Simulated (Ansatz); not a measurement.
## TiC, response to strain

Take TiC in the rock salt structure (space group Fm-3m, No. 225; a = 4.2609 Å; relaxed with 0.1 eV smearing) as the base. Axes: x, y, z lie along the cube axes.

Strains are applied to the cell and any free atomic positions relax; under biaxial strain the out-of-plane vector relaxes too.

Method: plane-wave PAW DFT at the LDA level (Ansatz, a first-principles code, 420 eV), no spin-orbit coupling.

Notes on the quantities. energy relative to the base: free energy F.

```tsv
biaxial strain, plane normal [111], relaxed out of plane (%)	energy relative to the base (meV/atom)
0	0.0
0.42	0.6
0.83	2.4
1.25	5.3
1.67	?
2.08	14.5
2.5	20.7
```

### Question
Fit ΔE = Aε² + Bε³ (ε in %) to the rows shown and predict the withheld row.

### Answer
Least squares on the printed values gives A = 3.51 and B = -0.079 meV/atom (largest residual 0.0 meV/atom); this predicts 9.4 meV/atom, and the run gives 9.4 meV/atom, in agreement.

No phonon test of stability was made. The final runs are not spin-polarised.
